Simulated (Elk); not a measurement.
# Elk run on PtSe₂ (P-3m1, 3 atoms in the cell): self-consistent single point

Method: PBE, all-electron FP-LAPW, Elk's shipped species files, default APW+lo basis (Elk).

Input:

```
tasks
  0

xctype
  20

rmtscf
  0.83

swidth
  0.000734986

maxscl
  100

avec
    3.4369356413   -5.9529471530    0.0000000000
    3.4369356413    5.9529471530    0.0000000000
    0.0000000000    0.0000000000    9.3617334570

sppath
  './'

atoms
  2
  'Pt.in'
  1
  0.0000000000  0.0000000000  0.0000000000    0.0 0.0 0.0
  'Se.in'
  2
  0.3333333333  0.6666666667  0.2550000000    0.0 0.0 0.0
  0.6666666667  0.3333333333  0.7450000000    0.0 0.0 0.0

ngridk
  8 8 5
```

Output, abridged:

```
│ Elk code version 10.2.4 │

All units are atomic (Hartree, Bohr, etc.)

│ Ground-state run starting from atomic densities │

Lattice vectors :
   3.436935641      -5.952947153       0.000000000
   3.436935641       5.952947153       0.000000000
   0.000000000       0.000000000       9.361733457

Unit cell volume      :    383.0801903
Brillouin zone volume :   0.6475151149

Muffin-tin inner radius fraction :   0.1000000000E-01

Nuclei treated as point charges

Species :    1 (Pt)
 parameters loaded from : Pt.in
 name : platinum
 nuclear charge    :   -78.00000000
 electronic charge :    78.00000000
 atomic mass :    355605.4398
 muffin-tin radius :    2.324000000
 number of radial points in muffin-tin :    697
 atomic positions (lattice), magnetic fields (Cartesian) :
   1 :   0.00000000  0.00000000  0.00000000    0.00000000  0.00000000  0.00000000

Species :    2 (Se)
 parameters loaded from : Se.in
 name : selenium
 nuclear charge    :   -34.00000000
 electronic charge :    34.00000000
 atomic mass :    143935.2748
 muffin-tin radius :    1.992000000
 number of radial points in muffin-tin :    497
 atomic positions (lattice), magnetic fields (Cartesian) :
   1 :   0.33333333 -0.33333333  0.25500000    0.00000000  0.00000000  0.00000000
   2 :  -0.33333333  0.33333333 -0.25500000    0.00000000  0.00000000  0.00000000

Total number of atoms per unit cell :    3

Spin treatment :
 spin-unpolarised

Number of Bravais lattice symmetries :   24
Number of crystal symmetries         :   12
Crystal has inversion symmetry
Real symmetric eigensolver will be used

k-point grid :      8     8     5
k-point offset :    0.000000000       0.000000000       0.000000000
k-point set is reduced with full crystal symmetry group
Total number of k-points :       40

Muffin-tin radius times maximum |G+k| :    7.000000000
 using average radius
Maximum |G+k| for APW functions       :    3.329105897
Maximum (1/2)|G+k|²                   :    5.541473038
Maximum |G| for potential and density :    12.00000000
 potential will be trimmed for |G| > 2 gkmax
Constant for pseudocharge density :    7
Radial integration step length :    4

G-vector grid sizes :     27    27    36
Number of G-vectors :    11129

Maximum angular momentum used for
 APW functions                      :    8
 outer part of muffin-tin           :    6
 inner part of muffin-tin           :    1

Total nuclear charge    :   -146.0000000
Total core charge       :    84.00000000
Total valence charge    :    62.00000000
Total excess charge     :    0.000000000
Total electronic charge :    146.0000000

Effective Wigner radius, rₛ :   0.8556235769

Number of empty states         :   12
Total number of valence states :   43
Total number of core states    :   84

Total number of local-orbitals :   61

Exchange-correlation functional :     20     0     0
 Perdew-Burke-Ernzerhof, Phys. Rev. Lett. 77, 3865 (1996)
 gradient requirement :    1
 generalised gradient approximation (GGA)

Smearing type :    3
 Fermi-Dirac
Smearing width :   0.7349860000E-03
Effective electronic temperature (K) :    232.0902224

Mixing type :    3
 Broyden mixing, J. Phys. A: Math. Gen. 17, L317 (1984)

Kohn-Sham potential initialised from atomic data

│ Self-consistent loop started │
│ Loop number : 1 │
 total energy                :     -23291.8113003
│ Loop number : 2 │
 total energy                :     -23293.0341384
RMS change in Kohn-Sham potential (target) :   0.3181201717     (  0.1000000000E-05)
Absolute change in total energy (target)   :    1.222838149     (  0.1000000000E-03)
│ Loop number : 3 │
 total energy                :     -23295.0599920
RMS change in Kohn-Sham potential (target) :   0.2905982905     (  0.1000000000E-05)
Absolute change in total energy (target)   :    2.331563073     (  0.1000000000E-03)
│ Loop number : 4 │
 total energy                :     -23298.5519082
RMS change in Kohn-Sham potential (target) :   0.2161746410     (  0.1000000000E-05)
Absolute change in total energy (target)   :    4.074807025     (  0.1000000000E-03)
│ Loop number : 5 │
 total energy                :     -23303.3774516
RMS change in Kohn-Sham potential (target) :   0.9616563461E-01 (  0.1000000000E-05)
Absolute change in total energy (target)   :    5.844245174     (  0.1000000000E-03)
│ Loop number : 6 │
 total energy                :     -23306.4137032
RMS change in Kohn-Sham potential (target) :   0.2660095602E-01 (  0.1000000000E-05)
Absolute change in total energy (target)   :    4.497312895     (  0.1000000000E-03)
│ Loop number : 7 │
 total energy                :     -23307.5987026
RMS change in Kohn-Sham potential (target) :   0.5865227851E-03 (  0.1000000000E-05)
Absolute change in total energy (target)   :    2.309327641     (  0.1000000000E-03)
│ Loop number : 8 │
 total energy                :     -23307.4676543
RMS change in Kohn-Sham potential (target) :   0.6087685484E-03 (  0.1000000000E-05)
Absolute change in total energy (target)   :   0.4462835366     (  0.1000000000E-03)
│ Loop number : 9 │
 total energy                :     -23307.4853904
RMS change in Kohn-Sham potential (target) :   0.1357051227E-03 (  0.1000000000E-05)
Absolute change in total energy (target)   :   0.1293069670     (  0.1000000000E-03)
│ Loop number : 10 │
 total energy                :     -23307.4855356
RMS change in Kohn-Sham potential (target) :   0.5993078838E-04 (  0.1000000000E-05)
Absolute change in total energy (target)   :   0.3247202309E-01 (  0.1000000000E-03)
│ Loop number : 11 │
 total energy                :     -23307.4885446
RMS change in Kohn-Sham potential (target) :   0.1033715018E-04 (  0.1000000000E-05)
Absolute change in total energy (target)   :   0.1112697154E-01 (  0.1000000000E-03)
│ Loop number : 12 │
 total energy                :     -23307.4873595
RMS change in Kohn-Sham potential (target) :   0.4818287473E-05 (  0.1000000000E-05)
Absolute change in total energy (target)   :   0.1596672882E-02 (  0.1000000000E-03)
│ Loop number : 13 │
 total energy                :     -23307.4869170
RMS change in Kohn-Sham potential (target) :   0.3871470988E-05 (  0.1000000000E-05)
Absolute change in total energy (target)   :   0.4331655146E-04 (  0.1000000000E-03)
│ Loop number : 14 │
 total energy                :     -23307.4870840
RMS change in Kohn-Sham potential (target) :   0.9751527026E-06 (  0.1000000000E-05)
Absolute change in total energy (target)   :   0.1561663303E-03 (  0.1000000000E-03)
│ Loop number : 15 │
 total energy                :     -23307.4871455
RMS change in Kohn-Sham potential (target) :   0.1962385940E-06 (  0.1000000000E-05)
Absolute change in total energy (target)   :   0.1005311715E-03 (  0.1000000000E-03)
│ Loop number : 16 │
 total energy                :     -23307.4871646
RMS change in Kohn-Sham potential (target) :   0.1078626402E-06 (  0.1000000000E-05)
Absolute change in total energy (target)   :   0.4418173194E-04 (  0.1000000000E-03)
Convergence targets achieved

│ Loop number : 17 │

Energies :
 Fermi                       :     0.352919363490
 sum of eigenvalues          :     -14143.0420629
 electron kinetic            :      26086.4611612
 core electron kinetic       :      24845.5281339
 Coulomb                     :     -48860.1642798
 Coulomb potential           :     -39532.5017343
 nuclear-nuclear             :     -1750.28447929
 electron-nuclear            :     -54687.2578668
 Hartree                     :      7577.37806629
 Madelung                    :     -29093.9134127
 xc potential                :     -697.001489820
 exchange                    :     -525.676590268
 correlation                 :     -8.10740121153
 electron entropic           :    -0.564854271133E-04
 total energy                :     -23307.4871666

Density of states at Fermi energy :    32.71042270
 (states/Hartree/unit cell)

Estimated indirect band gap :   0.1373033536E-02
 from k-point     10 to k-point     18
Estimated direct band gap   :   0.9427490635E-02
 at k-point     10

Charges :
 core                        :    84.00000000
 valence                     :    62.00000000
 interstitial                :    7.606701749
 muffin-tins (core leakage)
  species :    1 (Pt)
   atom    1                 :    75.99137869     (  0.1882313318E-02)
  species :    2 (Se)
   atom    1                 :    31.20095978     (  0.8399625180E-03)
   atom    2                 :    31.20095978     (  0.8399625180E-03)
 total in muffin-tins        :    138.3932983
 total calculated charge     :    145.9767533
 total charge                :    146.0000000
 error                       :   0.2324668947E-01

│ Self-consistent loop stopped │
```

The run converged in 17 iterations. The count includes the last loop, which Elk runs after its targets are met.

The starting cell has typed, rounded lattice constants, without a prior relaxation at this level. Its lattice was rescaled by a random factor within 2.5 % of one. Spin-orbit coupling is off. Spin polarisation is off. Values depend on the basis (sphere radii, cutoffs, local orbitals), which need not be converged. The log's line on a gap gives a spacing of levels on this mesh, which the program prints for metals too.
